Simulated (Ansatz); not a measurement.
The reference is GaP in the zinc blende structure (space group F-43m, No. 216).

```yaml
crystal:
  lattice:
    - [0.00000, 2.69570, 2.69570]
    - [2.69570, 0.00000, 2.69570]
    - [2.69570, 2.69570, 0.00000]
  atoms:
    - { symbol: Ga, position: [0.00000, 0.00000, 0.00000] }
    - { symbol: P, position: [0.25000, 0.25000, 0.25000] }
```

Cartesian axes are those of the cell as printed.

The values are results of Ansatz (an electronic-structure program) LDA, no SOC, not measurements.

Before the change:

The smallest direct gap is 1.88 eV. The pressure is -0.01 GPa.

One thing is altered: biaxial strain +2.50 %, plane normal [001], relaxed out of plane (Cartesian); in-plane vectors clamped, the third vector and the atoms free.

Question: What happens to the hole mass?

Answer: The hole mass is 0.097 mₑ out of plane, 0.35 mₑ in plane (at Γ).

Question: How does this affect the smallest direct gap?

Answer: The smallest direct gap falls by 0.40 eV, from 1.88 eV to 1.48 eV.

Question: Predict the new out-of-plane strain.

Answer: The out-of-plane strain comes out as -2.29 %.

Question: What does the calculation give for the pressure after the change?

Answer: The pressure (mean of the normal stresses, compression positive) falls by 2.27 GPa to -2.28 GPa.

Effective masses come from finite differences of ±0.01 Å⁻¹. Stability against distortions was not tested.
